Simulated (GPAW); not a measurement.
**A self-consistent single point of ScGa (Cmcm, 4 atoms in the cell) with GPAW**

Computed with PBEsol, GPAW PAW datasets PBEsol (made by gpaw-setup) (plane waves; GPAW).

This input was run:

```python
from ase import Atoms
from ase.units import GPa
from gpaw import GPAW, PW

atoms = Atoms(['Sc', 'Sc', 'Ga', 'Ga'],
              cell=[[2.032920, -5.091400, 0.000000],
                    [2.032920, 5.091400, 0.000000],
                    [0.000000, 0.000000, 3.857860]],
              scaled_positions=[[0.137560, 0.862440, 0.250000],
                                [0.862440, 0.137560, 0.750000],
                                [0.419200, 0.580800, 0.250000],
                                [0.580800, 0.419200, 0.750000]],
              pbc=True)

calc = GPAW(mode=PW(800),
            xc='PBEsol',
            kpts=(5, 5, 5),
            occupations={'name': 'methfessel-paxton', 'width': 0.1, 'order': 1},
            nbands=-8,
            symmetry={'symmorphic': False, 'tolerance': 0.0005},
            maxiter=100)

atoms.calc = calc

energy = atoms.get_potential_energy()
print('Energy (eV):', round(energy, 6))
forces = atoms.get_forces()
print('Forces (eV/Ang):')
print(forces.round(5))
stress = atoms.get_stress()
print('Stress (GPa, Voigt):', (stress / GPa).round(4))
```

Log, with long lists cut:

```
Input parameters:
  kpts: [5 5 5]
  maxiter: 100
  mode: {ecut: 800.0,
         name: pw}
  nbands: -8
  occupations: {name: methfessel-paxton,
                order: 1,
                width: 0.1}
  symmetry: {symmorphic: False,
             tolerance: 0.0005}
  xc: PBEsol

species:
  Sc:
    name: Scandium
    Z: 21.0
    valence: 11
    core: 10
    charge: 0.0
    file: Sc.PBEsol.gz

    # Using partial waves for Sc as LCAO basis

  Ga:
    name: Gallium
    Z: 31.0
    valence: 3
    core: 28
    charge: 0.0
    file: Ga.PBEsol.gz

    # Using partial waves for Ga as LCAO basis

Reference energy: -147217.062042  # eV

Spin-paired calculation

Convergence criteria:
 Maximum [total energy] change in last 3 cyles: 0.0005 eV / valence electron
 Maximum integral of absolute [dens]ity change: 0.0001 electrons / valence electron
 Maximum integral of absolute [eigenst]ate change: 4e-08 eV^2 / valence electron
 Maximum number of scf [iter]ations: 100

Symmetries present (total): 8
Symmetries with fractional translations: 4
125 k-points: 5 x 5 x 5 Monkhorst-Pack grid
27 k-points in the irreducible part of the Brillouin zone
       k-points in crystal coordinates                weights
   0:     0.00000000    0.00000000    0.00000000          1/125
   1:     0.00000000    0.00000000    0.20000000          2/125
   2:     0.00000000    0.00000000    0.40000000          2/125
   [... 7 lines left out ...]
          ...
  26:     0.40000000    0.40000000    0.40000000          4/125

Wave functions: Plane wave expansion
  Cutoff energy: 800.000 eV
  Number of coefficients (min, max): 4078, 4129
  Pulay-stress correction: 0.000000 eV/Ang^3 (de/decut=0.000000)

Occupation numbers: Methfessel-Paxton:
  width: 0.1000  # eV
  order: 1

Eigensolver

Densities:
  Coarse grid: 36*36*28 grid
  Fine grid: 72*72*56 grid
  Total Charge: 0.000000

Density mixing:
  Method: separate
  Backend: pulay
  Linear mixing parameter: 0.05
  old densities: 5
  Damping of long wavelength oscillations: 50

Hamiltonian:
  XC and Coulomb potentials evaluated on a 72*72*56 grid
  External potential:
    NoExternalPotential

XC parameters: PBEsol with 2 nearest neighbor stencil

Number of atoms: 4
Number of atomic orbitals: 34
Number of bands in calculation: 22
Number of valence electrons: 28
Bands to converge: occupied

Density initialized from atomic densities
  22 bands from LCAO basis set

Atomic positions and initial magnetic moments

Positions:
   0 Sc     2.032920    3.690654    0.964465    ( 0.0000,  0.0000,  0.0000)
   1 Sc     2.032920   -3.690654    2.893395    ( 0.0000,  0.0000,  0.0000)
   2 Ga     2.032920    0.822770    0.964465    ( 0.0000,  0.0000,  0.0000)
   3 Ga     2.032920   -0.822770    2.893395    ( 0.0000,  0.0000,  0.0000)

Unit cell:
           periodic     x           y           z      points  spacing
  1. axis:    yes    2.032920   -5.091400    0.000000    36     0.1049
  2. axis:    yes    2.032920    5.091400    0.000000    36     0.1049
  3. axis:    yes    0.000000    0.000000    3.857860    28     0.1378

  Lengths:   5.482255   5.482255   3.857860
  Angles:   90.000000  90.000000 136.467823

Effective grid spacing dv^(1/3) = 0.1301

     iter     time        total  log10-change:
                         energy   eigst   dens
iter:   1 --:--:--   -19.346376
iter:   2 --:--:--   -19.393851   -0.21  -1.21
iter:   3 --:--:--   -19.226260   -0.28  -1.24
iter:   4 --:--:--   -19.431506   -0.49  -1.64
iter:   5 --:--:--   -20.252200   -0.30  -1.61
iter:   6 --:--:--   -19.303209   -0.81  -1.28
iter:   7 --:--:--   -19.292762   -1.70  -1.80
iter:   8 --:--:--   -19.189947   -1.23  -1.84
iter:   9 --:--:--   -19.195037   -1.26  -2.14
iter:  10 --:--:--   -19.199933c  -1.80  -2.52
iter:  11 --:--:--   -19.210111   -2.26  -2.57
iter:  12 --:--:--   -19.200645c  -2.10  -2.41
iter:  13 --:--:--   -19.200223c  -2.85  -2.83
iter:  14 --:--:--   -19.200385c  -3.25  -3.07
iter:  15 --:--:--   -19.200133c  -3.51  -3.05
iter:  16 --:--:--   -19.200086c  -4.32  -3.40
iter:  17 --:--:--   -19.200067c  -4.76  -3.65
iter:  18 --:--:--   -19.200074c  -4.60  -3.70
iter:  19 --:--:--   -19.200099c  -4.73  -3.65
iter:  20 --:--:--   -19.200086c  -5.63  -3.95
iter:  21 --:--:--   -19.200073c  -5.22  -4.15c
iter:  22 --:--:--   -19.200074c  -5.87  -4.09c
iter:  23 --:--:--   -19.200092c  -5.22  -4.14c
iter:  24 --:--:--   -19.200079c  -6.24  -4.11c
iter:  25 --:--:--   -19.200080c  -6.74  -4.59c
iter:  26 --:--:--   -19.200078c  -6.74  -4.61c
iter:  27 --:--:--   -19.200081c  -6.74  -4.62c
iter:  28 --:--:--   -19.200076c  -6.36  -4.64c
iter:  29 --:--:--   -19.200079c  -7.07  -4.57c
iter:  30 --:--:--   -19.200080c  -7.01  -5.06c
iter:  31 --:--:--   -19.200079c  -7.92c -5.15c

Converged after 31 iterations.

Dipole moment: (0.000000, -0.000000, 0.000000) |e|*Ang

Energy contributions relative to reference atoms: (reference = -147217.062042)

Kinetic:        +31.301069
Potential:      -25.973733
External:        +0.000000
XC:             -24.814174
Entropy (-ST):   +0.003306
Local:           +0.284554
SIC:             +0.000000
--------------------------
Free energy:    -19.198977
Extrapolated:   -19.200079

Showing only first 2 kpts
 Kpt  Band  Eigenvalues  Occupancy
  0    12      5.92289    2.04166
  0    13      6.45828   -0.00000
  0    14      6.83033   -0.00000
  0    15      7.40883   -0.00000

  1    12      5.52281    2.00000
  1    13      6.61294   -0.00000
  1    14      6.72361   -0.00000
  1    15      6.75191   -0.00000

Fermi level: 6.08777

No gap
No difference between direct/indirect transitions
Energy (eV): -19.200079

Forces in eV/Ang:
  0 Sc    0.00000   -0.08617   -0.00000
  1 Sc    0.00000    0.08617    0.00000
  2 Ga    0.00000    0.25124    0.00000
  3 Ga    0.00000   -0.25124   -0.00000

Stress tensor:
     0.007453     0.000000     0.000000
     0.000000     0.007492     0.000000
     0.000000     0.000000     0.016418
Stress (GPa, Voigt): [1.1941 1.2003 2.6305 0.     0.     0.    ]
```

The run converged in 31 iterations. GPAW prints stress with tension positive.

The starting cell comes from a database of computed structures (which also holds hypothetical and non-ambient phases and stackings), without a prior relaxation at this level.

Cost on one core of a shared machine: roughly 2 min.
